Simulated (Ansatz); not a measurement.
Cost and result by functional for the surface energy of the (001) surface of anatase TiO2 in its 1x1 cell (cut with top plane O, bottom plane O), outermost plane spacing 0.42 Å in the ideal cut, in Ansatz (plane waves, PAW). Single points on the PBE structure, on one kind of machine; costs are rough ratios of the slab run's core time (references not counted) to the cheapest single point. r2SCAN's cost holds its higher cutoff (500 against 420 eV). Differences are taken against HSE06 for comparison alone: no measured value is at hand, so the table doesn't rank accuracy. HSE06 ran on a coarser k-mesh, which lowers its cost and carries part of its shift.

Slab: 15 atoms, O10Ti5, 10.5 Å thick at the start; k 7x7x1, smearing 0.025 eV, dipole-corrected; all atoms relaxed; held to the start's symmetry, so lower structures may exist; no spin, no spin-orbit, no U. These notes are the PBE run's.

```csv
functional,relative cost,surface energy (J/m²),less HSE06 (J/m²)
RPBE,1,0.83,-0.45
PBEsol,1,1.23,-0.06
LDA,1,1.44,0.15
r2SCAN,2,1.31,0.03
HSE06,10,1.28,0.00
PBE (the relaxed run's value),–,1.04,-0.25
```

The values span 0.60 J/m², while the single points' costs differ by a factor of roughly 10. Differences are of unrounded values.

Ansatz is a program for electronic structure.
